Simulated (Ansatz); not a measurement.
Rock-salt LaTe, treated with r²SCAN+SOC in Ansatz (plane waves, PAW).

Run with plane-wave cutoff 560 eV, 16×16×16 k mesh, Fermi–Dirac smearing 0.05 eV, PAW data made under PBE.

Cell (relaxed at this level):

```xyz
2
Lattice="0.0000 3.2470 3.2470 3.2470 0.0000 3.2470 3.2470 3.2470 0.0000" Properties=species:S:1:pos:R:3 pbc="T T T"
La     0.0000     0.0000     0.0000
Te     3.2470     3.2470     3.2470
```

Task: Give the computed bulk modulus B0 and pressure derivative B′ of the bulk modulus.

Result: 
bulk modulus B0: 57.6 GPa
pressure derivative B′ of the bulk modulus: 4.5

The run finds no gap.

Computed values are for the static lattice.

Ansatz is an electronic-structure program.
